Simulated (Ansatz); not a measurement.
Functionals compared on a constructed model of the (100) surface of fcc Rh, a pseudomorphic layer of Pd in the host's stacking (bottom of the slab: a bare face, its two planes held), in Ansatz (plane waves, PAW). The structure was relaxed with PBE; the other rows are single points on it. Cutoff 420 eV (500 eV for r2SCAN).

Slab: 7 atoms, 11.8 Å thick at the start; k 14x14x1, smearing 0.1 eV, dipole-corrected; 2 atoms held, the rest relaxed; symmetry of the start imposed; no spin, no spin-orbit, no U. It is one candidate, not shown to be the stable structure of the face. These notes are the PBE run's.

```json
[
 {"functional": "PBE", "work function of the top face (eV)": "4.95", "rough cost of the single point": "–"},
 {"functional": "RPBE", "work function of the top face (eV)": "4.76", "rough cost of the single point": "roughly 21 core-seconds"},
 {"functional": "r2SCAN", "work function of the top face (eV)": "4.93", "rough cost of the single point": "around 30 core-seconds (rough)"}
]
```

Ansatz is a first-principles code.
